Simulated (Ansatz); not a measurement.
**Effect of tensor shear ε_xz = +2.00 % on Mg**

Take Mg in the hcp (Mg type) structure (space group P6_3/mmc, No. 194; a = 3.1751 Å, c = 5.1628 Å; relaxed with 0.1 eV smearing) as the base. Axes: x lies along a and z along c of the hexagonal cell.

Modification: tensor shear ε_xz = +2.00 % (engineering shear γ = 0.0400), atoms relaxed at fixed cell.

Computed with Ansatz (a program for electronic structure), PBEsol, PAW, cutoff 420 eV, spin-orbit coupling left out. Settings: 21×21×11 k-points, 0.1 eV Fermi–Dirac smearing.

```tsv
quantity	base	changed	shift
volume per atom	22.54 Å³	22.53 Å³	-0.01 Å³
space group	P6_3/mmc (No. 194)	C2/c (No. 15)	–
shortest interatomic distance	3.166 Å	3.117 Å	-0.049 Å
energy relative to the base (free energy F)	0 meV/atom	+2.1 meV/atom	+2.1 meV/atom
band gap	zero	zero	–
stress (xx, yy, zz, yz, xz, xy; compression positive)	–	(0.0, 0.0, 0.1, 0.0, -0.7, 0.0) GPa	–
```

Final structure:

```yaml
crystal:
  lattice:
    - [3.17512, 0.00000, 0.06350]
    - [-1.58756, 2.74974, -0.03175]
    - [0.10326, 0.00000, 5.16281]
  atoms:
    - { symbol: Mg, position: [0.66597, 0.33193, 0.25000] }
    - { symbol: Mg, position: [0.33403, 0.66807, 0.75000] }
```

The cells carry an imposed strain or load. No phonon test of stability was made.
